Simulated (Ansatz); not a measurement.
## TaRu (P4/mmm, No. 123, 2 atoms in the cell; start mp-1601)

Method: LDA (Ansatz, a program for electronic structure, PAW).

Run with plane-wave cutoff 520 eV, 18×18×16 k mesh (along the axes of the cell as run), Fermi–Dirac smearing 0.05 eV, no spin polarisation, scalar-relativistic PAW data made under PBE.

Cell (relaxed at this level):

Space group P4/mmm (No. 123); a = b = 3.0058 Å, c = 3.3582 Å, α = β = γ = 90.00°

| atom | site | symmetry | x | y | z |
|---|---|---|---|---|---|
| Ta | 1d | 4/mmm | 0.5000 | 0.5000 | 0.5000 |
| Ru | 1a | 4/mmm | 0.0000 | 0.0000 | 0.0000 |

| Quantity | Value |
|---|---|
| bulk modulus | 288 GPa |

Note: the run has no spin polarisation, so it can have missed a magnetic state; the bulk modulus is −V dP/dV from two relaxed cells at ±2 % in volume; the relaxation could not lower the start's symmetry, so the cell can be a saddle point above a distorted one.

Spin–orbit coupling is not included.

Computed values are for the static lattice.

A start named mp-… is a Materials Project structure, which need not be a measured phase.
